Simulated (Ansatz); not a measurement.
Consider Co₄N (space group Pm-3m, No. 221; ferromagnetic; a cell from a computed database, its experimental status unchecked).

```
Co4N
1.0
    3.67043     0.00000     0.00000
    0.00000     3.67043     0.00000
    0.00000     0.00000     3.67043
Co N
4 1
Cartesian
  1.83522   0.00000   0.00000
  0.00000   1.83522   0.00000
  0.00000   0.00000   1.83522
  1.83522   1.83522   1.83522
  0.00000   0.00000   0.00000
```

Cartesian axes are those of the cell as printed.

Calculations: Ansatz (an electronic-structure program) PBEsol, without spin-orbit coupling.

For the base:

| Property | Result |
|---|---|
| Band gap | zero |
| Magnetic state | ferromagnetic |
| Pressure | 0.0 GPa |

Perturbation: uniaxial strain ε_zz = +4.43 %, all other strain components held at zero; the atoms relax in the strained cell.

Q: Estimate the effect on the band gap.

A: The band gap stays zero.

Q: Estimate the effect on the magnetic state.

A: The magnetic state remains ferromagnetic.

Q: Estimate the effect on the pressure.

A: The pressure (mean of the normal stresses, compression positive) goes from zero to -9.4 GPa.

Q: Predict the new energy relative to the base.

A: The energy grows by 25 meV/atom.

Other magnetic orders, which the real material may have, were not ruled out. Without a gap, meshes like the base's 13×13×13 leave anisotropic stresses uncertain by several tenths of a GPa, and small strain energies with them. Whether these cells are dynamically stable was not tested.
